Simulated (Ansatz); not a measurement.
# Refining one setting for HfMn6Ge6 (P6/mmm, 13 atoms in the cell)

```xyz
13
Lattice="5.0912 0.0000 0.0000 -2.5456 4.4091 0.0000 0.0000 0.0000 8.1381" Properties=species:S:1:pos:R:3 pbc="T T T"
Hf     0.0000     0.0000     0.0000
Mn    -1.2728     2.2046     6.1039
Mn    -1.2728     2.2046     2.0343
Mn     2.5456     0.0000     6.1039
Mn     2.5456     0.0000     2.0343
Mn     1.2728     2.2046     6.1039
Mn     1.2728     2.2046     2.0343
Ge     0.0000     0.0000     5.3958
Ge     0.0000     0.0000     2.7423
Ge     0.0000     2.9394     0.0000
Ge     2.5456     1.4697     0.0000
Ge     2.5456     1.4697     4.0691
Ge     0.0000     2.9394     4.0691
```
Moments meant for the start (each program seeds them in its own way; μB, in the order of the atoms Hf Mn Mn Mn Mn Mn Mn Ge Ge Ge Ge Ge Ge): 1.0 4.0 4.0 4.0 4.0 4.0 4.0 0.0 0.0 0.0 0.0 0.0 0.0.

Computed with PBEsol, default PAW files made with PBE (plane waves; Ansatz, a program for electronic structure).

The starting cell comes from a database of computed structures (which also holds hypothetical and non-ambient phases and stackings), without a prior relaxation at this level. The magnetic order is the one reached from the typed start; others were not searched systematically. The program warned that a starting moment was not kept. In the base run, with a pressure of about -6 GPa the cell is away from its equilibrium volume at this level. Ansatz's pressure includes its estimate of the finite-basis (Pulay) stress.

Held fixed: kpoints.mp_grid.grid = 7 7 4; hamiltonian.xc = pbesol; hamiltonian.pseudopotentials = {kind: paw} (the program's default PAW files); magnetization.spin_polarized = true; scf.occupations.method = gaussian; scf.occupations.width = 0.1 eV.

ΔF is the free energy per atom less that of the last row (735 eV).

The first pressure column holds Ansatz's estimate of the finite-basis (Pulay) stress, which hides part of the cutoff error; the other is without it.

The series runs over basis.ecutwfc = 170 eV; 210 eV; 250 eV; 295 eV; 335 eV; 380 eV; 420 eV; 485 eV; 545 eV; 630 eV; 735 eV.

Task: From which setting on does the energy stay within 1 meV/atom of the last one?

Result: From basis.ecutwfc = 485 eV on; the one before it is off by 1.6 meV/atom.

| basis.ecutwfc | ΔF (meV/atom) | pressure (GPa) | largest force (eV/Å) | size of the net moment (μB/atom) | pressure at a fixed set of plane waves (GPa) | plane waves | iterations |
|---|---|---|---|---|---|---|---|
| 170 eV | 24284.3 | -28.47 | 0.382 | 0.94 | -1087.24 | 941 | 16 |
| 210 eV | 6142.0 | -5.51 | 0.101 | 0.95 | -355.10 | 1243 | 15 |
| 250 eV | 1351.5 | -2.51 | 0.168 | 0.93 | -106.13 | 1665 | 16 |
| 295 eV | 188.1 | -4.63 | 0.122 | 0.91 | -24.90 | 2069 | 15 |
| 335 eV | 24.3 | -5.65 | 0.103 | 0.91 | -8.99 | 2575 | 16 |
| 380 eV | 2.9 | -5.81 | 0.106 | 0.91 | -6.07 | 3019 | 16 |
| 420 eV | 1.56 | -5.82 | 0.106 | 0.91 | -5.86 | 3573 | 17 |
| 485 eV | 0.74 | -5.82 | 0.106 | 0.91 | -5.86 | 4427 | 17 |
| 545 eV | 0.36 | -5.82 | 0.106 | 0.91 | -5.84 | 5275 | 17 |
| 630 eV | 0.17 | -5.82 | 0.106 | 0.91 | -5.83 | 6621 | 17 |
| 735 eV | 0.00 | -5.82 | 0.106 | 0.91 | -5.83 | 8303 | 17 |

Keys are those of Ansatz 0.2.
